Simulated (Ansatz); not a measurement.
System: L1₂ (Cu3Au-type) Ni3Fe. Method: PBE0 (Ansatz, a program for electronic structure, plane waves, PAW).

Settings: plane-wave cutoff 460 eV, 8×8×8 k mesh, Fermi–Dirac smearing 0.05 eV, spin-polarised with parallel moments, scalar-relativistic PAW data made under PBE.

Computed points:

```tsv
V (Å³/atom)	E − E_lowest (meV/atom)	P (GPa)
10.667	20.18	11.61
10.978	4.11	5.08
11.188	0.00	1.23
11.541	3.58	-4.36
11.823	14.57	-8.13
```

Question: Fit the third-order Birch–Murnaghan equation and give B0 and B′.

Answer: V0 = 11.262 Å³/atom, B0 = 188 GPa, B′ = 5.0 (fit to the energies at full precision).

Static lattice: no zero-point or thermal effects.
